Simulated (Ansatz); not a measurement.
# MoS2, pressure series

Start from MoS2 (space group P6_3/mmc, No. 194; a = 3.1493 Å, c = 12.0895 Å; layered, stacked along the Cartesian z axis).

Cell and atoms are relaxed at each pressure.

All numbers come from Ansatz (an electronic-structure program) PBE-D3(BJ), without spin-orbit coupling.

For the base:

- Band gap = 0.77 eV

Problem. The aim is a band gap between 0.62 eV and 0.68 eV. Which of these changes reaches it?
(A) pressure −2 GPa
(B) pressure 7.5 GPa
(C) pressure 1.5 GPa
(D) pressure 5 GPa
(E) pressure 0.3 GPa

Solution. C, pressure 1.5 GPa. It gives 0.66 eV; pressure 5 GPa gives 0.47 eV; pressure −2 GPa gives 1.04 eV; pressure 0.3 GPa gives 0.75 eV; pressure 7.5 GPa gives 0.36 eV. Changes not listed may reach it too

Load acts through the strain it causes; cell and atoms are relaxed under it. Stability against distortions was not tested. Competing high-pressure phases were not computed.
